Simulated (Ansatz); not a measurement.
Data:

```xyz
4
Lattice="2.5410 0.0000 0.0000 -1.2705 2.2006 0.0000 0.0000 0.0000 4.1529" Properties=species:S:1:pos:R:3 pbc="T T T"
B      0.0000     1.4670     0.0006
B      1.2705     0.7335     2.0770
N      0.0000     1.4670     1.5567
N      1.2705     0.7335     3.6332
```

No spin polarisation.

Calculations: PBEsol (Ansatz, an electronic-structure program, PAW, spin-orbit coupling left out). k-mesh 15×15×8 (Γ-centred); smearing 0.05 eV (Fermi–Dirac).

Problem. Predict the smallest direct gap.

Solution. 8.21 eV.

Problem. Predict the stress (xx, yy, zz, yz, xz, xy; compression positive).

Solution. (0.79, 0.79, 13.08, 0.00, 0.00, 0.00) GPa.

The cells carry an imposed strain or load. Stability against distortions was not tested. The cell was made from BN in the wurtzite structure (space group P6_3mc, No. 186) by this change: uniaxial strain ε_zz = −1.20 %.
